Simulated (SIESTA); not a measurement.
**Worked example: self-consistent single point of Ir (Fm-3m, 1 atom in the cell) in SIESTA**

Computed with GGA PBE, numerical atomic orbitals DZP, PseudoDojo PBE standard norm-conserving potentials (rewritten from UPF to PSML) run with SIESTA.

Input:

```
# files in the folder: Ir.psml (PseudoDojo PBE standard)
SystemName  Ir
SystemLabel siesta

NumberOfAtoms                1
NumberOfSpecies              1
%block ChemicalSpeciesLabel
  1 77 Ir
%endblock ChemicalSpeciesLabel
LatticeConstant              1.0 Ang
%block LatticeVectors
     0.000000000    1.910400000    1.910400000
     1.910400000    0.000000000    1.910400000
     1.910400000    1.910400000    0.000000000
%endblock LatticeVectors
AtomicCoordinatesFormat      Bohr
%block AtomicCoordinatesAndAtomicSpecies
     0.000000000    0.000000000    0.000000000  1
%endblock AtomicCoordinatesAndAtomicSpecies

XC.functional                GGA
XC.authors                   PBE
PAO.BasisSize                DZP
PAO.EnergyShift              0.01 Ry
MeshCutoff                   300 Ry
%block kgrid.MonkhorstPack
    8   0   0  0.0
    0   8   0  0.0
    0   0   8  0.0
%endblock kgrid.MonkhorstPack
OccupationFunction           MP
OccupationMPOrder            0
ElectronicTemperature        100.0 meV

MaxSCFIterations             150
SCF.Mixer.Method             Broyden
SCF.Mixer.Weight             0.1
SCF.Mixer.History            8
SCF.DM.Tolerance             1.0E-04
Diag.ParallelOverK           true
WriteForces                  true
Charge.Mulliken              end
```

Log, with long lists cut:

```
reinit: Reading from file input.fdf

reinit: System Name: Ir
reinit: System Label: siesta

coor:   Atomic-coordinates input format  =     Cartesian coordinates
coor:                                            (in Bohr units)

siesta: Atomic coordinates (Bohr) and species
siesta:      0.00000   0.00000   0.00000  1        1

siesta: System type = bulk

initatomlists: Number of atoms, orbitals, and projectors:      1    19    32

siesta: ******************** Simulation parameters ****************************
redata: Spin configuration                          = none
redata: Time-Reversal Symmetry                      = T
redata: Number of Atomic Species                    =        1
redata: Mesh Cutoff                                 =   300.0000 Ry
redata: Net charge of the system                    =     0.0000 |e|
redata: Min. number of SCF Iter                     =        0
redata: Max. number of SCF Iter                     =      150
redata: SCF convergence failure will abort job
redata: SCF mix quantity                            = Hamiltonian
redata: Mix DM or H after convergence               =   F
redata: Recompute H after scf cycle                 =   F
redata: Mix DM in first SCF step                    =   T
redata: No kicks to SCF
redata: DM Mixing Weight for Kicks                  =     0.5000
redata: Require Harris convergence for SCF          =   F
redata: Harris energy tolerance for SCF             =     0.000100 eV
redata: Require DM convergence for SCF              =   T
redata: DM tolerance for SCF                        =     0.000100
redata: Require EDM convergence for SCF             =   F
redata: EDM tolerance for SCF                       =     0.001000 eV
redata: Require H convergence for SCF               =   T
redata: Hamiltonian tolerance for SCF               =     0.001000 eV
redata: Require (free) Energy convergence for SCF   =   F
redata: (free) Energy tolerance for SCF             =     0.000100 eV
redata: Using DFT-D3 dispersion                     =   F
redata: Using Saved Data (generic)                  =   F
redata: Method of Calculation                       = Diagonalization
redata: Electronic Temperature                      =  1160.4518 K
redata: Number of TDED substeps                     =        3
redata: Dynamics option                             = Single-point calculation
redata: Save all siesta data in one NC              =   F
redata: ***********************************************************************

%block SCF.Mixers
  Broyden
%endblock SCF.Mixers

%block SCF.Mixer.Broyden
  # Mixing method
  method broyden

  # Mixing options
  weight 0.1000
  weight.linear 0.1000
  weight.prime 0.1000
  history 8
%endblock SCF.Mixer.Broyden

DM_history_depth set to one: no extrapolation allowed by default for geometry relaxation
Size of DM history Fstack: 1
Total number of electrons:    17.000000
Total ionic charge:    17.000000

* ProcessorY, Blocksize:    1  20

* Orbital distribution balance (max,min):    19    19

k-point displ. along   1 input, could be:     0.00    0.50
k-point displ. along   2 input, could be:     0.00    0.50
k-point displ. along   3 input, could be:     0.00    0.50
 Kpoints in:          320 . Kpoints trimmed:          296

siesta: k-grid: Number of k-points = 296
siesta: k-points from Monkhorst-Pack grid
siesta: k-cutoff (effective) =    10.807 Ang
siesta: k-point supercell and displacements
siesta: k-grid:     8     0     0      0.000
siesta: k-grid:     0     8     0      0.000
siesta: k-grid:     0     0     8      0.000

diag: Algorithm                                     = D&C
diag: Parallel over k                               =   F
diag: Use parallel 2D distribution                  =   F
diag: Parallel block-size                           = 20
diag: Parallel distribution                         =     1 x     1
diag: Used triangular part                          = Lower
diag: Absolute tolerance                            =  0.100E-15
diag: Orthogonalization factor                      =  0.100E-05
diag: Memory factor                                 =  1.0000

superc: Internal auxiliary supercell:     5 x     5 x     5  =     125
superc: Number of atoms, orbitals, and projectors:    125   2375   4000

                        Single-point calculation

superc: Internal auxiliary supercell:     5 x     5 x     5  =     125
superc: Number of atoms, orbitals, and projectors:    125   2375   4000

outcell: Unit cell vectors (Ang):
        0.000000    1.910400    1.910400
        1.910400    0.000000    1.910400
        1.910400    1.910400    0.000000

outcell: Cell vector modules (Ang)   :    2.701714    2.701714    2.701714
outcell: Cell angles (23,13,12) (deg):     60.0000     60.0000     60.0000
outcell: Cell volume (Ang**3)        :     13.9445
new_DM -- step:     1
Initializing Density Matrix...

Attempting to read DM from file... Failed...
DM filled with atomic data:

InitMesh: MESH = 24 x 24 x 24 = 13824
InitMesh: Mesh cutoff (required, used) =   300.000   327.143 Ry

stepf: Methfessel-Paxton step function
       Using Hermite-Gauss polynomials of order  0

        iscf     Eharris(eV)        E_KS(eV)     FreeEng(eV)     dDmax    Ef(eV) dHmax(eV)
   scf:    1    -3149.473755    -3130.799854    -3130.807307  1.842925  0.857411  8.221231
   scf:    2    -3131.806009    -3131.315399    -3131.323539  0.124704  0.507527  6.715915
   scf:    3    -3132.850694    -3132.330142    -3132.338176  0.527508 -1.096108  0.091156
   scf:    4    -3132.330686    -3132.330428    -3132.338560  0.002766 -1.085133  0.092129
   scf:    5    -3132.330746    -3132.330639    -3132.339373  0.009813 -1.076040  0.030316
   scf:    6    -3132.330546    -3132.330593    -3132.339383  0.002234 -1.079143  0.010311
   [... 3 lines left out ...]
   scf:   10    -3132.330591    -3132.330592    -3132.339384  0.000836 -1.083029  0.001993
   scf:   11    -3132.330590    -3132.330591    -3132.339384  0.000119 -1.083318  0.001566
   scf:   12    -3132.330589    -3132.330590    -3132.339384  0.000093 -1.083545  0.001246
   scf:   13    -3132.330590    -3132.330590    -3132.339384  0.000062 -1.083727  0.001018
   scf:   14    -3132.330589    -3132.330589    -3132.339384  0.000060 -1.083868  0.000801

SCF Convergence by DM+H criterion
max |DM_out - DM_in|         :     0.0000596611
max |H_out - H_in|      (eV) :     0.0008012348
SCF cycle converged after 14 iterations

Using DM_out to compute the final energy and forces

siesta: E_KS(eV) =            -3132.3306

siesta: E_KS - E_eggbox =     -3132.3306

siesta: Atomic forces (eV/Ang):
     1   -0.000000    0.000000   -0.000000
   Tot   -0.000000    0.000000   -0.000000
   Max    0.000000
   Res    0.000000    sqrt( Sum f_i^2 / 3N )
   Max    0.000000    constrained

Stress tensor Voigt[x,y,z,yz,xz,xy] (kbar):     -183.62     -183.62     -183.62       -0.16       -0.16       -0.16
(Free)E + p*V (eV/cell)    -3130.7413
Target enthalpy (eV/cell)    -3132.3394

siesta: Program's energy decomposition (eV):
siesta: Ebs     =      -542.335979
siesta: Eions   =      4168.236945
siesta: Ena     =       549.841197
siesta: Ekin    =       876.371223
siesta: Enl     =       159.371891
siesta: Eso     =         0.000000
siesta: Edftu   =         0.000000
siesta: DEna    =        44.220242
siesta: DUscf   =         1.302926
siesta: DUext   =         0.000000
siesta: Ex      =      -557.869682
siesta: Ec      =       -37.331442
siesta: Exc     =      -595.201123
siesta: Eharris =     -3132.330589
siesta: Etot    =     -3132.330589
siesta: FreeEng =     -3132.339384

siesta: Stress tensor (static) (eV/Ang**3):
siesta:    -0.114604   -0.000102   -0.000102
siesta:    -0.000102   -0.114604   -0.000102
siesta:    -0.000102   -0.000102   -0.114604

siesta: Cell volume =         13.944499 Ang**3

siesta: Pressure (static):
siesta:                Solid            Molecule  Units
siesta:           0.00124820          0.00124820  Ry/Bohr**3
siesta:           0.11460414          0.11460414  eV/Ang**3
siesta:         183.61607084        183.61607084  kBar

mulliken: Atomic and Orbital Populations:

Species: Ir
Atom  Qatom  Qorb
               5s      6s      6s      5py     5pz     5px     6py     6pz
               6px     5dxy    5dyz    5dz2    5dxz    5dx2-y2 5dxy    5dyz
               5dz2    5dxz    5dx2-y2
   1 17.000   2.003   1.805  -0.718   1.986   1.986   1.986   0.238   0.238
              0.238   1.405   1.405   1.624   1.405   1.624  -0.047  -0.047

             -0.042  -0.047  -0.042

mulliken: Qtot =       17.000

Mulliken Atomic Populations:
Atom #   charge [q] valence [e]  Species
     1    -0.000000   17.000000  Ir
 Total    -0.000000
```

The run converged in 14 iterations.

The starting cell has typed, rounded lattice constants, without a prior relaxation at this level. Its lattice was rescaled by up to half a per cent. Spin polarisation is off. Values carry the incompleteness of an atom-centred basis. With a pressure of about 18 GPa the cell is away from its equilibrium volume at this level.
